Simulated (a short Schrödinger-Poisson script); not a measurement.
Stack: MOS inversion layer, Si3N4 on p-type Si(100), at 300 K.

From the gate side: 4.8 nm Si3N4; 910 nm Si, acceptors 2.2e17 cm⁻³.

The device is made up for the run: typed textbook-type constants, with dimensions and the other settings drawn at random. Si3N4: permittivity 7.5, conduction-band edge (eV) 1.95, gap (eV) 5.1, electron mass (mₑ) 0.5. Si: permittivity 11.7, conduction-band edge (eV) 0, gap (eV) 1.124, Nv at 300 K (cm⁻³) 3.1e19.

Channel valleys (confinement mass, in-plane density-of-states mass, number): Δ2 0.916, 0.19, 2; Δ4 0.19, 0.417, 4. At the gate the conduction-band edge of layer 1 lies 2.53 eV − eVg above the Fermi level of the channel; the field vanishes at the back. Gaps are held at their typed values at every temperature. Mesh 0.03 nm at interfaces.

From a short Schrödinger-Poisson script (our own, NumPy): 1D Poisson equation in equilibrium, electrons quantum, Hartree (BenDaniel-Duke, 12 states a valley, the channel's in-plane mass for all, wave functions ending at the dielectric), parabolic valleys, classical holes, full ionisation, no traps, pinning or gate leakage.

```
Vg (V)  electrons (cm⁻²)  C (μF/cm²)  Δ2 E0 (meV from the Fermi level)  Δ4 E0 (meV from the Fermi level)
------  ----------------  ----------  --------------------------------  --------------------------------
0.6               1.54e9       0.142                             222.2                             266.7
0.7              3.75e10       0.282                             138.5                             184.9
0.8              3.06e11       0.722                              82.5                             131.8
0.9              8.14e11       0.932                              54.9                             108.0
1                1.42e12        1.02                              38.1                              95.2
1.1              2.06e12        1.07                              26.0                              86.8
1.2              2.74e12        1.10                              16.3                              80.8
1.3              3.43e12        1.12                               8.1                              76.1
1.4              4.13e12        1.13                               0.9                              72.2
1.5              4.84e12        1.15                              -5.6                              69.0
1.6              5.56e12        1.16                             -11.5                              66.2
1.7              6.28e12        1.16                             -17.1                              63.6
1.8              7.01e12        1.17                             -22.3                              61.4
1.9              7.74e12        1.18                             -27.3                              59.3
2                8.48e12        1.18                             -32.1                              57.3
2.1              9.22e12        1.19                             -36.7                              55.5
2.2              9.96e12        1.19                             -41.2                              53.8
```

Gate voltages with under 1e9 electrons/cm² are left out.

At Vg = 2.2 V the lowest Δ2 subband lies at -41.2 meV from the Fermi level. How many electrons does it hold, and what share of all?

The two-dimensional density of states is g m/(πħ²) = 1.59e11 cm⁻² meV⁻¹ (both spins), kT = 25.9 meV, so n = D kT ln(1 + exp(−E/kT)) = 7.29e12 cm⁻², 0.73 of the 9.96e12 cm⁻² in all.

Compare the slope of the sheet density between 2 and 2.2 V with the geometric capacitance of the layers between gate and channel.

q Δn/ΔV = 1.19 μF/cm²; ε0/Σ(t/ε) = 1.38 μF/cm². The ratio is 0.86: the channel acts as a further capacitance in series.
